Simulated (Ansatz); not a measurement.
MgS (P6₃mc, No. 186, 4 atoms in the cell; start mp-1185942; a measured phase of this formula has another space group) was calculated with G0W0@PBEsol+SOC (Ansatz, an electronic-structure program, plane waves, hard PAW, contour deformation, complete-basis limit, spin–orbit shift from PBEsol).

Run with largest k mesh 9×9×4 (not extrapolated in the mesh).

Cell (relaxed with PBEsol):

```
CELL_PARAMETERS angstrom
      4.02834     0.00000     0.00000
     -2.01417     3.48864     0.00000
      0.00000     0.00000     6.41598
ATOMIC_POSITIONS crystal
  Mg 0.66667 0.33333 0.49630
  Mg 0.33333 0.66667 0.99630
  S  0.33333 0.66667 0.37869
  S  0.66667 0.33333 0.87869
```

Estimate the band gap that the calculation returns.


* **band gap**: 5.09 eV

Note: spin–orbit coupling enters as the shift of the gap found with a semilocal functional.

A start named mp-… is a Materials Project structure, which need not be a measured phase.
